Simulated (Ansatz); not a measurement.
## Effect of pressure 9 GPa on ZrSi2

Take ZrSi2 (space group Cmcm, No. 63; a = 3.704 Å, b = 14.792 Å, c = 3.679 Å) as the base.

Now apply this change: a hydrostatic pressure of 9 GPa.

Computed with Kohn–Sham DFT with the PBE functional, run in Ansatz (a first-principles code) with PAW and 420 eV plane waves, no SOC. Settings: 13×13×13 k-points, 0.05 eV Fermi–Dirac smearing.

Volume per atom: 15.76 Å³ (base 16.80 Å³)
Density: 5.18 g/cm³ (base 4.86 g/cm³)
Shortest interatomic distance: 2.396 Å (base 2.420 Å)
Enthalpy H = E + PV relative to the base's energy: +0.91 eV/atom
Band gap: zero (base zero)

Load acts through the strain it causes; cell and atoms are relaxed under it. Whether these cells are dynamically stable was not tested. Competing high-pressure phases were not computed. The final runs are not spin-polarised.
